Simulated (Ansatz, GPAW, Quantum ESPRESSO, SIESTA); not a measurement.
**Code comparison for Hf3Co (Pm-3m, 4 atoms in the cell)**

Self-consistent single point, at a second geometry (lattice scaled by 0.98). First geometry:

```xyz
4
Lattice="4.2423 0.0000 0.0000 0.0000 4.2423 0.0000 0.0000 0.0000 4.2423" Properties=species:S:1:pos:R:3 pbc="T T T"
Hf     0.0000     2.1211     2.1211
Hf     2.1211     0.0000     2.1211
Hf     2.1211     2.1211     0.0000
Co     0.0000     0.0000     0.0000
```
Moments meant for the start (each program seeds them in its own way; μB, in the order of the atoms Hf Hf Hf Co): 0.0 0.0 0.0 3.0.

Shared settings, as Ansatz (a first-principles code) writes them: kpoints.mp_grid.grid = 6 6 6; scf.occupations.method = gaussian; scf.occupations.width = 0.0073 Ry. Potentials and cutoffs stand in the table.

```tsv
code	model	ΔF from the first geometry (meV/atom)	pressure (GPa)	cutoff
GPAW	LDA (Perdew-Wang 92), GPAW PAW datasets LDA (gpaw-data 1.0.1)	-44.1	-2.61	800 eV
SIESTA	LDA PW92, numerical atomic orbitals TZP, PseudoDojo LDA standard norm-conserving potentials (rewritten from UPF to PSML)	-67.9	-5.94	grid 350 Ry
Ansatz	LDA (PW92), PAW files made with PBE	-47.0	-3.12	30.9 Ry
Quantum ESPRESSO	LDA (PZ), PSlibrary PAW (LDA) pseudopotentials	-55.5	-4.86	55 Ry
```

On Ansatz's run: spin-orbit coupling is off. The starting moments vanished: the run ended non-magnetic, which need not be the lowest state. The program warned that a starting moment was not kept.

The spread over the programs that give each value: ΔF from the first geometry within 23.8 meV/atom; pressure within 3.33 GPa.

SIESTA uses small atom-centred bases, whose incompleteness enters pressures, forces and empty levels differently from a plane-wave cutoff. Ansatz's pressure is given at a fixed set of plane waves, as the other plane-wave codes print theirs; with its correction for the finite basis it is -3.07 GPa. The same LDA comes in different parametrisations, which differ slightly. In the pressure, SIESTA (by 2.82) and Quantum ESPRESSO (by 1.74) lie more than 1 GPa from the median of the plane-wave programs.

The starting cell comes from a database of computed structures (which also holds hypothetical and non-ambient phases and stackings), without a prior relaxation at this level. For this run, on top of that: lattice scaled by 0.98.

Left out of this page: Elk and FLEUR (not drawn, or without a comparable value).

Keys are those of Ansatz 0.2.
